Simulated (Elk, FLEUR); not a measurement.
A FLEUR input for a self-consistent single point of Se (P3_121, 3 atoms in the cell) (DFT, PBE, all-electron FLAPW (FLEUR), scalar-relativistic valence with spin-orbit coupling in second variation):

Input of the input generator:

```
Se
&input film=f /
8.4813784697 -0.0000000891 0.0000000000
-4.2406891577 7.3450892584 0.0000000000
0.0000000000 0.0000000000 9.3737558946
1.0
1.0 1.0 1.0

3
34 0.2178900000 0.0000000000 0.3333333333
34 -0.0000000000 0.2178900000 0.6666666667
34 0.7821100000 0.7821100000 0.0000000000

&comp jspins=1 /
&kpt div1=5 div2=5 div3=4 gamma=t /
&soc 0.0 0.0 /
&end /
```

```xml
<?xml version="1.0" encoding="UTF-8" standalone="no"?>
<fleurInput fleurInputVersion="0.39">
   <comment>
      Se                                                                                                  
   </comment>
   <calculationSetup>
      <cutoffs Kmax="3.9" Gmax="15.6" GmaxXC="15.6" numbands="0"/>
      <scfLoop itmax="80" minDistance="0.00001" maxIterBroyd="25" imix="Anderson" alpha="0.05" precondParam="0.0" spinf="2.0"/>
      <coreElectrons ctail="T" frcor="F" kcrel="0" coretail_lmax="0"/>
      <xcFunctional name="pbe" relativisticCorrections="F"/>
      <magnetism jspins="1"/>
      <soc l_soc="T" theta="0.0" phi="0.0" spav="F"/>
      <expertModes spex="0" secvar="F"/>
      <geometryOptimization l_f="F" forcealpha="1.0" forcemix="BFGS" epsdisp="0.00001" epsforce="0.00001"/>
      <ldaU l_linMix="F" mixParam="0.05" spinf="1.0"/>
   </calculationSetup>
   <cell>
      <bzIntegration valenceElectrons="48.0" mode="hist" fermiSmearingEnergy="0.00073499">
         <kPointListSelection listName="default-1"/>
         <!-- k-points included here -->
         <xi:include xmlns:xi="http://www.w3.org/2001/XInclude" href="kpts.xml"> </xi:include>
      </bzIntegration>
      <!-- symmetry operations included here -->
      <xi:include xmlns:xi="http://www.w3.org/2001/XInclude" href="sym.xml"> </xi:include>
      <bulkLattice scale="1.0">
         <bravaisMatrix>
            <row-1>    8.4813784696999992    -0.0000000891000000     0.0000000000000000</row-1>
            <row-2>   -4.2406891577000003     7.3450892583999998     0.0000000000000000</row-2>
            <row-3>    0.0000000000000000     0.0000000000000000     9.3737558946000004</row-3>
         </bravaisMatrix>
      </bulkLattice>
   </cell>
   <atomSpecies>
      <species name="Selenium (Se)" element="Se" atomicNumber="34">
         <mtSphere radius="2.04" gridPoints="721" logIncrement="0.017"/>
         <atomicCutoffs lmax="8" lnonsphr="6"/>
         <electronConfig flipSpins="F">
            <coreConfig>(1s1/2) (2s1/2) (2p1/2) (2p3/2) (3s1/2) (3p1/2) (3p3/2)</coreConfig>
            <valenceConfig>(4s1/2) (3d3/2) (3d5/2) (4p1/2) (4p3/2)</valenceConfig>
            <stateOccupation state="(4p1/2)" spinUp="0.6666666666667" spinDown="0.6666666666667"/>
            <stateOccupation state="(4p3/2)" spinUp="1.3333333333333" spinDown="1.3333333333333"/>
         </electronConfig>
         <energyParameters s="4" p="4" d="3" f="4"/>
         <lo type="HELO" l="2" n="4" eDeriv="0"/>
      </species>
   </atomSpecies>
   <atomGroups>
      <atomGroup species="Selenium (Se)">
         <relPos label="                   1">.2178900000 .0000000000 1.000/3.000</relPos>
         <relPos label="                   2">.0000000000 .2178900000 -1.000/3.000</relPos>
         <relPos label="                   3">-.2178900000 -.2178900000 .0000000000</relPos>
         <force calculate="T" relaxXYZ="TTT"/>
      </atomGroup>
   </atomGroups>
   <output dos="F" band="F" slice="F">
      <checks vchk="F" cdinf="F"/>
      <bandDOS minEnergy="-.5*Htr" maxEnergy="0.5*Htr" sigma="0.015" storeEVData="T"/>
      <vacuumDOS vacdos="F" integ="F" star="F" nstars="0" locx1="0.0" locy1="0.0" locx2="0.0" locy2="0.0" nstm="0" tworkf="0.0"/>
      <unfoldingBand unfoldBand="F" supercellX="1" supercellY="1" supercellZ="1"/>
      <plotting iplot="0" polar="F">
         <plot TwoD="T" vec1="  1.0  0.0  0.0" vec2="  0.0  1.0  0.0" vec3="  0.0  0.0  1.0" zero="  0.0  0.0  0.0" file="plot"/>
      </plotting>
      <chargeDensitySlicing numkpt="0" minEigenval="0.0" maxEigenval="0.0" nnne="0" pallst="F"/>
      <specialOutput eonly="F"/>
      <magneticCircularDichroism mcd="F" energyLo="-10.0" energyUp="0.0"/>
   </output>
  <!-- We include the file relax.xml here to enable relaxations (see documentation) -->
  <xi:include xmlns:xi="http://www.w3.org/2001/XInclude" href="relax.xml"> <xi:fallback/> </xi:include>
</fleurInput>
```

Question: Write the same calculation as an input for Elk.

Answer: One input that does it (others would too):

```
tasks
  0

xctype
  20

spinorb
  .true.

rgkmax
  7.0

lmaxi
  3

nempty
  10

stype
  3

swidth
  0.000734986

avec
    8.4813784697   -0.0000000891    0.0000000000
   -4.2406891577    7.3450892584    0.0000000000
    0.0000000000    0.0000000000    9.3737558946

sppath
  'species/'

atoms
  1   : nspecies
  'Se.in'   : spfname
  3   : natoms; atposl, bfcmt below
  0.2178900000  0.0000000000  0.3333333333    0.0 0.0 0.0
  0.0000000000  0.2178900000  0.6666666667    0.0 0.0 0.0
  0.7821100000  0.7821100000  0.0000000000    0.0 0.0 0.0

ngridk
  5 5 4
```

Basis settings and potentials, where a program has them, do not carry over. This input uses DFT, PBE, spin-orbit coupling in second variation, all-electron FP-LAPW, Elk's shipped species files, default APW+lo basis. Both were run: gap on the mesh 1.379 eV in FLEUR and 1.352 in Elk.

On FLEUR: the starting cell comes from a database of computed structures (which also holds hypothetical and non-ambient phases and stackings), without a prior relaxation at this level. Its lattice was rescaled by a random factor within 2.5 % of one. Values depend on the basis (sphere radii, cutoffs, local orbitals), which need not be converged.

On Elk: the starting cell comes from a database of computed structures (which also holds hypothetical and non-ambient phases and stackings), without a prior relaxation at this level. Its lattice was rescaled by a random factor within 2.5 % of one. Values depend on the basis (sphere radii, cutoffs, local orbitals), which need not be converged.
